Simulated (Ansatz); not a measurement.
Take SnSe in the GeS type structure (space group Pnma, No. 62; layered, stacked along the Cartesian x axis) as the base.

```
CELL_PARAMETERS angstrom
     11.53579     0.00000     0.00000
      0.00000     4.12093     0.00000
      0.00000     0.00000     4.57816
ATOMIC_POSITIONS crystal
  Sn 0.11799 0.25000 0.11649
  Sn 0.38201 0.75000 0.61649
  Sn 0.88201 0.75000 0.88351
  Sn 0.61799 0.25000 0.38351
  Se 0.85352 0.25000 0.48533
  Se 0.64648 0.75000 0.98533
  Se 0.14648 0.75000 0.51467
  Se 0.35352 0.25000 0.01467
```

Cartesian axes are those of the cell as printed.

Calculations: Ansatz (a first-principles code) r2SCAN+rVV10, no spin-orbit coupling.

Strains are applied to the cell and any free atomic positions relax; under biaxial strain the out-of-plane vector relaxes too.

One change was made to it. Results:

The band gap goes from 0.89 eV to zero; the pressure (mean of the normal stresses, compression positive) goes from zero to 8.9 GPa.

Q: What was done to the base?
A) isotropic strain −5.52 %
B) uniaxial strain ε_zz = −5.07 %
C) biaxial strain −0.25 %, plane normal [001], relaxed out of plane

A: A, isotropic strain −5.52 %. For comparison, the band gap in the other runs: biaxial strain −0.25 %, plane normal [001], relaxed out of plane gives 0.87 eV; uniaxial strain ε_zz = −5.07 % gives 0.49 eV.

The mesh was chosen for an insulator and is coarse for the gapless case. Stability against distortions was not tested. All final runs are without spin polarisation. A zero or small gap of SnSe under isotropic strain −5.52 % can be the functional's error rather than a property of the material.
